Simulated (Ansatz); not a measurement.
SnS (F-43m, No. 216; start mp-10013; another space group than a measured phase of this formula): band gap by level of theory

No measured value is used here.

| level (code) | value (eV) |
|---|---|
| LDA (Ansatz) | 0.00 |
| PBEsol+SOC (Ansatz) | 0.00 |
| HSE06+SOC (Ansatz) | ? |
| PBE0 (Ansatz) | 0.97 |

**Question.** What belongs in the gaps?

**Answer.** 
- HSE06+SOC (Ansatz, a first-principles code), value (eV): 0.31 (indirect)

Computed values are for a static lattice. Levels without +SOC have no spin–orbit coupling; where heavier elements are present it shifts gaps, mostly down, and can invert bands. A gap of zero means that the bands touch or overlap; how far they overlap is not shown.  Values are at the PBEsol cell. Cutoffs and k meshes differ between the levels. Ansatz's density-functional and Hartree–Fock values are scalar-relativistic unless marked +SOC, with PAW data made under PBE.

A start named mp-… is a Materials Project structure, which can be a computed phase never made.
